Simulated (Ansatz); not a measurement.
Defect migration in fcc Al: Ag-vacancy pair (Ag on one host Al site, one Al site vacant), neutral cell. Method: PBE, PAW (plane waves to 420 eV; Ansatz, a quantum-chemistry and plane-wave program).

32-site cell at the relaxed PBE lattice, a 3×3×3 k-point mesh shifted by half a step, smearing 0.10 eV, spin-restricted, no finite-size correction. Static, classical nuclei. Forms of the defect that were not tried may lie lower.

Barriers: single points on a 5×5×5 k-point mesh shifted by half a step at the bands' geometries.

Relaxed starting cell (atoms counted from 1):

```
CELL_PARAMETERS angstrom
      8.08392     0.00000     0.00000
      0.00000     8.08392     0.00000
      0.00000     0.00000     8.08392
ATOMIC_POSITIONS crystal
  Ag 0.99922 0.00850 0.00966
  Al 0.99922 0.00265 0.50035
  Al 0.99933 0.49907 0.00412
  Al 0.99940 0.49779 0.49886
  Al 0.49965 0.99861 0.00015
  Al 0.49907 0.99952 0.50362
  Al 0.49954 0.50222 0.00075
  Al 0.49932 0.50127 0.50289
  Al 0.99931 0.25238 0.75206
  Al 0.99923 0.75059 0.25382
  Al 0.99932 0.74840 0.74993
  Al 0.49913 0.25233 0.25396
  Al 0.49935 0.24982 0.75138
  Al 0.49953 0.75013 0.25124
  Al 0.49925 0.74765 0.74923
  Al 0.24744 0.00397 0.25380
  Al 0.25075 0.99895 0.75163
  Al 0.24680 0.49870 0.25240
  Al 0.25159 0.50102 0.75025
  Al 0.75123 0.00435 0.25424
  Al 0.74748 0.99888 0.75224
  Al 0.75180 0.49873 0.25284
  Al 0.74669 0.50125 0.75068
  Al 0.24801 0.25247 0.00503
  Al 0.24670 0.25129 0.49938
  Al 0.25069 0.75045 0.00012
  Al 0.25182 0.74930 0.50244
  Al 0.75125 0.25289 0.00589
  Al 0.75183 0.25138 0.50051
  Al 0.74787 0.75090 0.00036
  Al 0.74662 0.74920 0.50266
```

End state 1 differs by these moves (Å; atoms that move under 0.08 Å are left out):

```
atom  element    Δx     Δy     Δz
----  -------  ----  -----  -----
1          Ag  0.00   1.89   1.89
20         Al  0.00  -0.06  -0.06
28         Al  0.00  -0.06  -0.06
```

Task: What forward and backward barriers to end state 1 does PBE, PAW give?

Result: forward 0.43 eV, backward 0.43 eV; at the saddle point atom 1 has neighbours 4 Al at 2.61, Al at 3.12, Al at 3.13, 2 Al at 3.15 Å. The saddle point's order was not checked, and it lies on a symmetry element of the cell, where a band can be held.
